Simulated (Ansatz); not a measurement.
For TiS2 (P-3m1, No. 164; start mp-2156), PBE (PAW; Ansatz, a first-principles code) gives:

- lattice parameter a = 3.416 Å
- c axis length = 6.586 Å

What does PBE-D3(BJ) (Ansatz, plane waves, PAW) give for the same quantities?


- lattice constant a: 3.361 Å (decreases by 1.6 %)
- lattice parameter c: 5.523 Å (shrinks by 16 %)

Changes are worked out from the printed values.

Unless a cell is named, each level is at its own relaxed cell (PBE 22.18, PBE-D3(BJ) 18.01 Å³/atom).

Caveats: the relaxation could not lower the start's symmetry, so the cell can be a saddle point above a distorted one (PBE, PBE-D3(BJ)). Ansatz's density-functional and Hartree–Fock values are scalar-relativistic unless marked +SOC, with PAW data made under PBE.

A start named mp-… is a Materials Project structure, which can be a computed phase never made.
